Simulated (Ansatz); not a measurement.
The parent structure is SrTiO$_{3}$ in the cubic perovskite structure (space group Pm-3m, No. 221; a = 3.8542 Å). Axes: x, y, z lie along the cube axes.

Level of theory: Ansatz (a program for electronic structure) LDA, without spin-orbit coupling.

Perturbation: uniaxial strain ε_zz = −0.60 %, all other strain components held at zero, atoms relaxed at fixed cell.

**Question.** Predict the stress tensor and what it implies for the stiffness.

**Answer.** Stress of the strained cell less that of the base (GPa, compression positive):
```
   0.68    0.00    0.00
   0.00    0.68    0.00
   0.00    0.00    2.37
```

Then −Δσ_ii/ε with ε = -0.0060 gives relaxed-ion elastic constants: C33 ≈ 395 GPa, C13 ≈ 113 GPa and C23 ≈ 113 GPa.

Whether these cells are dynamically stable was not tested. The final runs are not spin-polarised. Many cubic perovskites are stable only at high temperature; tilts and polar distortions were not tested.
